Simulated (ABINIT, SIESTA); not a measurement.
An ABINIT input for a self-consistent single point of F2 (C2/c, 4 atoms in the cell) (DFT, LDA (PW92), plane waves, norm-conserving pseudopotentials (PseudoDojo nc-sr-04 LDA standard)):

```
# F2, PseudoDojo nc-sr-04 LDA standard
pp_dirpath "./"
pseudos "F.upf"
acell 5.6829902946 5.6829902946 12.5130291742
rprim
         0.8500357095   -0.5267250636    0.0000000000
         0.8500357095    0.5267250636   -0.0000000000
        -0.0848900812   -0.0000000000    0.9963903222
natom 4
ntypat 1
znucl 9
typat 1 1 1 1
xcart
         6.6648558572    0.9563828091    7.4552822654
         1.9344014545   -0.9563828091    5.0125789049
         1.4032854234    0.9563828091   11.2465094900
         7.1959718882   -0.9563828091    1.2213516802
ecut 42 Ha
ixc 7
occopt 1
nband 18
kptopt 1
ngkpt 10 10 4
nshiftk 1
shiftk 0 0 0
nstep 50
tolvrs 1.0e-10
diemac 6
prtwf 0
prtden 0
prtvol 1
enunit 2
```

Problem. Translate this input to SIESTA.

Solution. This is the input that was run; spellings and numerical settings could be chosen otherwise.

```
# files in the folder: F.psml (PseudoDojo LDA standard)
SystemName  F2
SystemLabel f2

NumberOfAtoms                4
NumberOfSpecies              1
%block ChemicalSpeciesLabel
  1 9 F
%endblock ChemicalSpeciesLabel
LatticeConstant              1.0 Ang
%block LatticeVectors
     2.556320000   -1.584025000    0.000000000
     2.556320000    1.584025000    0.000000000
    -0.562109000    0.000000000    6.597708000
%endblock LatticeVectors
AtomicCoordinatesFormat      Ang
%block AtomicCoordinatesAndAtomicSpecies
     3.526889834    0.506095987    3.945165476  1
     1.023641166   -0.506095988    2.652542524  1
     0.742586666    0.506095987    5.951396524  1
     3.807944334   -0.506095987    0.646311476  1
%endblock AtomicCoordinatesAndAtomicSpecies

XC.functional                LDA
XC.authors                   PW92
PAO.BasisSize                DZP
PAO.EnergyShift              0.005 Ry
MeshCutoff                   350 Ry
%block kgrid.MonkhorstPack
   10   0   0  0.0
    0  10   0  0.0
    0   0   4  0.0
%endblock kgrid.MonkhorstPack
OccupationFunction           FD
ElectronicTemperature        10 K

MaxSCFIterations             150
SCF.Mixer.Method             Pulay
SCF.Mixer.Weight             0.1
SCF.Mixer.History            8
SCF.DM.Tolerance             1.0E-04
Diag.ParallelOverK           true
WriteForces                  true
```

Basis, cutoffs, solver keys and any potentials are the target program's own. This input uses DFT, LDA PW92, numerical atomic orbitals DZP, PseudoDojo LDA standard norm-conserving potentials (rewritten from UPF to PSML). LDA parametrisations can differ slightly between programs.

The starting cell comes from a database of computed structures (which also holds hypothetical and non-ambient phases and stackings), without a prior relaxation at this level.
